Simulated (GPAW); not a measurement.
Worked example: self-consistent single point of MoSi2 (I4/mmm, 3 atoms in the cell) in GPAW.

Computed with LDA (Perdew-Wang 92), GPAW PAW datasets LDA (gpaw-data 1.0.1) (plane waves; GPAW).

```yaml
crystal:
  lattice:
    - [-1.57900, 1.57900, 3.86142]
    - [1.57900, -1.57900, 3.86142]
    - [1.57900, 1.57900, -3.86142]
  atoms:
    - { symbol: Si, position: [0.66500, 0.66500, 0.00000] }
    - { symbol: Si, position: [0.33500, 0.33500, 0.00000] }
    - { symbol: Mo, position: [0.00000, 0.00000, 0.00000] }
```

Reference input (self-consistent single point, DFT PBE, plane waves, GPAW PAW datasets PBE (gpaw-data 1.0.1)): mode = pw; ecut = 600 eV; xc = PBE; kpts = 15 15 15; mesh shift (steps) = 0 0 0; occupations.name = fermi-dirac; occupations.width = 0.05 eV; nbands = -7; symmetry.symmorphic = false; symmetry.tolerance = 0.0005; maxiter = 100. This run's input differs from it in these lines:

```diff
@@ -14,3 +14,3 @@
 calc = GPAW(mode={'name': 'pw', 'ecut': 600},
-            xc='PBE',
+            xc='LDA',
             kpts=(15, 15, 15),
```

Its files differ too (potentials: GPAW PAW datasets LDA (gpaw-data 1.0.1)).

Output (repeated stretches shortened):

```
     iter     time        total  log10-change:
                         energy   eigst   dens
iter:   1 --:--:--   -27.071710
iter:   2 --:--:--   -26.900597   -0.61  -1.13
iter:   3 --:--:--   -26.261925   -1.22  -1.16
iter:   4 --:--:--   -26.266727   -2.64  -1.29
iter:   5 --:--:--   -26.157250   -1.60  -1.34
iter:   6 --:--:--   -26.139717   -3.20  -2.03
iter:   7 --:--:--   -26.134444   -3.26  -2.29
iter:   8 --:--:--   -26.137277c  -3.82  -2.68
iter:   9 --:--:--   -26.134104c  -3.75  -2.56
iter:  10 --:--:--   -26.134027c  -4.42  -3.12
iter:  11 --:--:--   -26.134013c  -6.28  -3.63
iter:  12 --:--:--   -26.134045c  -5.04  -3.69
iter:  13 --:--:--   -26.134003c  -5.28  -3.57
iter:  14 --:--:--   -26.134000c  -6.96  -4.13c
iter:  15 --:--:--   -26.134000c  -8.68c -4.82c
Converged after 15 iterations.

Dipole moment: (-0.000000, -0.000000, 0.000000) |e|*Ang

Energy contributions relative to reference atoms: (reference = -125737.239404)

Kinetic:        +10.491646
Potential:       -8.950737
External:        +0.000000
XC:             -27.398643
Entropy (-ST):   -0.002087
Local:           -0.275222
SIC:             +0.000000
--------------------------
Free energy:    -26.135044
Extrapolated:   -26.134000

Showing only first 2 kpts
 Kpt  Band  Eigenvalues  Occupancy
  0     9      9.80349    2.00000
  0    10     12.91226    0.00070
  0    11     15.89991    0.00000
  0    12     16.14671    0.00000

  1     9     10.42512    2.00000
  1    10     12.36421    1.90606
  1    11     15.45694    0.00000
  1    12     15.96409    0.00000

Fermi level: 12.51472

No gap
No difference between direct/indirect transitions
Energy (eV): -26.134

Forces in eV/Ang:
  0 Si    0.00000    0.00000    0.02137
  1 Si    0.00000    0.00000   -0.02137
  2 Mo    0.00000    0.00000   -0.00000

Stress tensor:
    -0.025744    -0.000000     0.000000
    -0.000000    -0.025744     0.000000
     0.000000     0.000000    -0.034563
Stress (GPa, Voigt): [-4.1246 -4.1246 -5.5377  0.      0.     -0.    ]
```

The run converged in 15 iterations. GPAW prints stress with tension positive. Against the reference run the pressure goes from 13.93 to 4.60 GPa and the largest force goes from 0.138 to 0.021 eV/Å.

The starting cell has typed, rounded lattice constants, without a prior relaxation at this level. Its lattice was rescaled by a random factor within 2.5 % of one. Spin polarisation is off. With a pressure of about 5 GPa the cell is away from its equilibrium volume at this level.

Cost on one core of a shared machine: roughly 7 min.
